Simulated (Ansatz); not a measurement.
The parent structure is Au in the fcc (Cu type) structure (space group Fm-3m, No. 225; a = 4.0477 Å; relaxed with 0.1 eV smearing).

Level of theory: Ansatz (a first-principles code), LDA, PAW, cutoff 420 eV, no SOC.

Before the change:

```
Quantity    Value
--------  -------
Pressure  0.0 GPa
```

Perturbation: an isotropic linear strain of −0.50 %, atoms relaxed at fixed cell.

Q: How does this affect the pressure?

A: The pressure goes from zero to 3.0 GPa.

Q: How does this affect the energy relative to the base?

A: The energy grows by 2.3 meV/atom.

Whether these cells are dynamically stable was not tested.
